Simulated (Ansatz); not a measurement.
Structures of equal composition on the (111) surface of fcc Au: a layer of Al in place of the second plane; a layer of Al in place of the third plane. The slabs share one bottom face, and each structure is named by its start. These are constructed structures in small cells; real faces may alloy, dewet or reconstruct in larger ones, and not all known structures of the face are among them. Slabs of about 12 Å with all that they carry, Fermi-Dirac smearing of 0.1 eV. Bottom of the slabs: a bare face, its two planes held. Relaxed from the named starts with such symmetry as they have, on meshes of like density; energies extrapolated to zero smearing; no spin-orbit coupling, no U. Spin-polarised runs, if any, are marked in brackets, and their order is one that fits the cell; the others ran without spin.

Method: PBE (plane waves to 420 eV, PAW; Ansatz, a program for electronic structure).

### Question
Order them by energy per 1x1 cell (lowest first) at the level PBE.

### Answer
a layer of Al in place of the third plane (0.000 eV), a layer of Al in place of the second plane (0.079 eV)
